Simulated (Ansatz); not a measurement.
A computed series for Pt: response to strain

The reference is Pt in the fcc (Cu type) structure (space group Fm-3m, No. 225; a = 3.940 Å). Axes: x, y, z lie along the cube axes.

Strains are applied to the cell and any free atomic positions relax.

All numbers come from Ansatz (a first-principles code), r2SCAN, PAW, cutoff 500 eV, no spin-orbit coupling.

Candidates:
(a) uniaxial strain ε_xx = +1.04 %
(b) strain tensor (xx, yy, zz, yz, xz, xy) = (+2.25, −0.84, +1.92, +1.08, +0.16, +0.94) %
(c) isotropic strain −5.98 %
(d) isotropic strain −0.53 %

Notes on the quantities. energy relative to the base: free energy F.

Order them by energy relative to the base, highest first.

(c) isotropic strain −5.98 % (+0.547 eV/atom), (b) strain tensor (xx, yy, zz, yz, xz, xy) = (+2.25, −0.84, +1.92, +1.08, +0.16, +0.94) % (+18 meV/atom), (d) isotropic strain −0.53 % (+3.4 meV/atom), (a) uniaxial strain ε_xx = +1.04 % (+1.7 meV/atom)

Without a gap, meshes like the base's 20×20×20 leave anisotropic stresses uncertain by several tenths of a GPa, and small strain energies with them. No phonon test of stability was made. The final runs are not spin-polarised. Pt lies near a magnetic instability that expansion can trigger; it was not tested.
